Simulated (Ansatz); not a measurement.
SnClF (Pnma, No. 62) was calculated with r²SCAN+rVV10 (PAW; Ansatz, a program for electronic structure).

Settings: plane-wave cutoff 560 eV, 6×8×4 k mesh (along the axes of the cell as run), Fermi–Dirac smearing 0.01 eV, scalar-relativistic PAW data made under PBE.

Cell (relaxed at this level):

Space group Pnma (No. 62); a = 6.039 Å, b = 4.319 Å, c = 10.147 Å, α = β = γ = 90.00°

```
atom  site  symmetry       x       y       z
----  ----  --------  ------  ------  ------
Sn      4c       .m.  0.2117  0.2500  0.0893
Cl      4c       .m.  0.1040  0.7500  0.3652
F       4c       .m.  0.1044  0.7500  0.0224
```

Predict the band gap, smallest direct gap on the k points sampled and direct gap at Γ.


- band gap: 3.61 eV
- smallest direct gap on the k points sampled: 3.64 eV
- direct gap at Γ: 4.26 eV

Spin–orbit coupling is not included.
